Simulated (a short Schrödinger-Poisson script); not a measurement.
**Symmetric double-gate stack, HfO2 on p-type Si(100)**

System: symmetric double-gate stack, HfO2 on p-type Si(100), at 77 K.

```tsv
layer	material	thickness (nm)	Na (cm⁻³)
1	HfO2	11.6	-
2	Si	10	4e15
3	HfO2	11.6	-
```

The device is made up for the run: typed textbook-type constants, with dimensions and the other settings drawn at random. HfO2: permittivity 22, conduction-band edge (eV) 1.55, gap (eV) 5.7, electron mass (mₑ) 0.2. Si: permittivity 11.7, conduction-band edge (eV) 0, gap (eV) 1.124, Nv at 300 K (cm⁻³) 3.1e19.

Channel valleys (confinement mass, in-plane density-of-states mass, number): Δ2 0.916, 0.19, 2; Δ4 0.19, 0.417, 4. At the gates, both at one voltage, the conduction-band edge of layer 1 lies 1.99 eV − eVg above the Fermi level of the channel. Gaps are held at their typed values at every temperature. Mesh 0.03 nm at interfaces.

From a short Schrödinger-Poisson script (our own, NumPy): 1D Poisson equation in equilibrium, electrons quantum, Hartree (BenDaniel-Duke, 12 states a valley, the channel's in-plane mass for all, wave functions ending at the dielectric), parabolic valleys, classical holes, full ionisation, no traps, pinning or gate leakage.

```csv
Vg (V),electrons (cm⁻²),C (μF/cm²),Δ2 E0 (meV),Δ2 E1 (meV),Δ4 E0 (meV),Δ4 E1 (meV)
0.4,2.03e9,0.0516,44.5,56.8,60.2,119.5
0.5,8.71e11,2.15,3.6,12.5,19.7,75.5
0.6,2.31e12,2.42,-4.0,1.4,13.7,65.6
0.7,3.87e12,2.55,-9.2,-5.8,11.0,60.1
0.8,5.48e12,2.62,-13.8,-11.7,9.2,56.2
0.9,7.13e12,2.67,-18.3,-16.9,7.8,53.1
1,8.81e12,2.70,-22.7,-21.8,6.5,50.4
1.1,1.05e13,2.73,-27.1,-26.5,5.4,47.9
1.2,1.22e13,2.75,-31.6,-31.1,4.4,45.5
1.3,1.39e13,2.76,-36.0,-35.7,3.4,43.3
1.4,1.57e13,2.78,-40.5,-40.3,2.4,41.2
1.5,1.74e13,2.79,-45.0,-44.8,1.5,39.2
1.6,1.91e13,2.80,-49.4,-49.3,0.6,37.2
1.7,2.09e13,2.81,-53.9,-53.8,-0.2,35.3
1.8,2.27e13,2.82,-58.3,-58.2,-1.0,33.4
1.9,2.44e13,2.83,-62.7,-62.7,-1.8,31.6
```

Gate voltages with under 1e6 electrons/cm² are left out.

Subbands count from the Fermi level. The capacitance is that of both gates.
